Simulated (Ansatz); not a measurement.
## Ir: response to strain

The parent structure is Ir in the fcc (Cu type) structure (space group Fm-3m, No. 225; a = 3.812 Å; relaxed with 0.1 eV smearing).

Strains are applied to the cell and any free atomic positions relax.

The values are results of LDA (Ansatz, a quantum-chemistry and plane-wave program; PAW; 420 eV plane waves; without spin-orbit coupling), not measurements.

Notes on the quantities. energy relative to the base: free energy F.

| case | pressure | shortest interatomic distance | energy relative to the base |
|---|---|---|---|
| base | 0.0 GPa | 2.695 Å | 0 meV/atom |
| isotropic strain −2.50 % | 37.1 GPa | 2.628 Å | +109 meV/atom |
| isotropic strain −1.50 % | 20.5 GPa | 2.655 Å | +38 meV/atom |
| isotropic strain −1.00 % | 13.1 GPa | 2.668 Å | +16 meV/atom |
| isotropic strain −0.50 % | 6.3 GPa | 2.682 Å | +4.0 meV/atom |
| isotropic strain +1.00 % | -11.2 GPa | 2.722 Å | +15 meV/atom |
| isotropic strain +1.50 % | … | 2.736 Å | … |
| isotropic strain +2.00 % | -20.7 GPa | 2.749 Å | +58 meV/atom |
| isotropic strain +2.50 % | -24.8 GPa | 2.763 Å | +89 meV/atom |
| isotropic strain +3.00 % | -28.6 GPa | 2.776 Å | +125 meV/atom |

Problem. Some entries are withheld; estimate them.

Solution. 
- isotropic strain +1.50 %, pressure: -16.1 GPa
- isotropic strain +1.50 %, energy relative to the base: +33 meV/atom

Stability against distortions was not tested. All final runs are without spin polarisation.
